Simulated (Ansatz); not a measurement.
An Ansatz (an electronic-structure program) input (Kohn–Sham DFT with the PBEsol functional, run in Ansatz with PAW and 420 eV plane waves, no spin-orbit coupling):

Ansatz 0.2 input:
```yaml
crystal:
  lattice:
    - [4.403521918, 0, 0]
    - [0, 4.403521918, 0]
    - [0, 0, 4.403521918]
  atoms:
    - { symbol: Fe, position: [0.137020847, 0.137020847, 0.137020847] }
    - { symbol: Fe, position: [0.637020847, 0.362979153, 0.862979153] }
    - { symbol: Fe, position: [0.862979153, 0.637020847, 0.362979153] }
    - { symbol: Fe, position: [0.362979153, 0.862979153, 0.637020847] }
    - { symbol: Si, position: [0.8412345125, 0.8412345125, 0.8412345125] }
    - { symbol: Si, position: [0.3412345125, 0.6587654875, 0.1587654875] }
    - { symbol: Si, position: [0.1587654875, 0.3412345125, 0.6587654875] }
    - { symbol: Si, position: [0.6587654875, 0.1587654875, 0.3412345125] }
basis: { ecutwfc: 420, ecutrho_ratio: 4, xc_grid: 2, fft_grid_basis: typed }
kpoints: { mp_grid: { grid: [11, 11, 11] } }
hamiltonian:
  xc: pbesol
  dispersion: none
  pseudopotentials: { kind: paw }
scf: { occupations: { method: fermi_dirac, width: 0.05 }, convergence: { dr2_threshold: 0.0000000008 } }
output: { forces: true, stress: true }
```

**Question.** Which symmetry and how many k-points will the program report, and about how many plane waves at Γ?

**Answer.** Space group P213 (ITA 198) with 12 operations, k-points 76 of 1331, and 1743 plane waves at Γ.

Stability against distortions was not tested. Seeded moments were not kept for the base. The final runs are not spin-polarised. The cell is FeSi (space group P2_13, No. 198; non-magnetic).
